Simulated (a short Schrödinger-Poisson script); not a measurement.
Solved with a short Schrödinger-Poisson script written for these runs: one-band effective-mass equation with BenDaniel-Duke matching, electrons, heavy and light holes apart, hard walls at the outer ends, one valence edge for both holes (no strain splitting), no charge, excitons, band mixing or non-parabolicity; under a field the levels are quasi-bound states of a box, listed while three quarters of their weight lies within 4 nm of the wells.

Stack: single GaAs/Al0.15Ga0.85As quantum well.

From the first side: 20 nm Al0.15Ga0.85As; 8 nm GaAs; 20 nm Al0.15Ga0.85As.

The device is made up for the run: typed textbook-type constants, with dimensions and the other settings drawn at random. GaAs: direct gap (eV) 1.424, conduction-band edge (eV) 0, electron mass (mₑ) 0.067, heavy-hole mass 0.377, light-hole mass 0.09. Al0.15Ga0.85As: direct gap (eV) 1.611, conduction-band edge (eV) 0.118, electron mass (mₑ) 0.0795, heavy-hole mass 0.392, light-hole mass 0.1035.

The valence-band edge of each layer lies one gap below its conduction-band edge. The electron's potential energy rises along the stack by the applied field. Mesh 0.03 nm at interfaces.

### Question
Give the e1-hh1 transition at zero applied field (eV); the squared e1-hh1 overlap at zero applied field; the hh1 − lh1 (meV).

### Answer
e1-hh1 transition at zero applied field (eV): 1.466; squared e1-hh1 overlap at zero applied field: 0.96; hh1 − lh1 (meV): 13.7. Excitons are left out, and strain enters only through the typed gaps and offsets, so measured lines lie elsewhere.
